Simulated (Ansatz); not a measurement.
CsCl-type ScCu was calculated with r²SCAN in Ansatz (plane waves, PAW).

Run with plane-wave cutoff 560 eV, 18×18×18 k mesh, Fermi–Dirac smearing 0.05 eV, no spin polarisation, scalar-relativistic PAW data made under PBE.

Cell (relaxed at this level):

```cif
data_CuSc
_chemical_formula_sum 'Sc1 Cu1'
_space_group_name_H-M_alt 'Pm-3m'
_space_group_IT_number 221
_space_group_name_Hall '-P 4 2 3'
_cell_length_a 3.23802
_cell_length_b 3.23802
_cell_length_c 3.23802
_cell_angle_alpha 90.000
_cell_angle_beta 90.000
_cell_angle_gamma 90.000
loop_
_atom_site_label
_atom_site_type_symbol
_atom_site_symmetry_multiplicity
_atom_site_Wyckoff_symbol
_atom_site_fract_x
_atom_site_fract_y
_atom_site_fract_z
_atom_site_occupancy
Sc1 Sc 1 b 0.50000 0.50000 0.50000 1
Cu1 Cu 1 a 0.00000 0.00000 0.00000 1
```

Problem. Predict the bulk modulus B0.

Solution. 
bulk modulus B0: 96.0 GPa

The run finds no gap.

Note: the bulk modulus is −V dP/dV from two relaxed cells at ±2 % in volume.

It cost very roughly 90 core-seconds of CPU time.

Ansatz is a first-principles code.
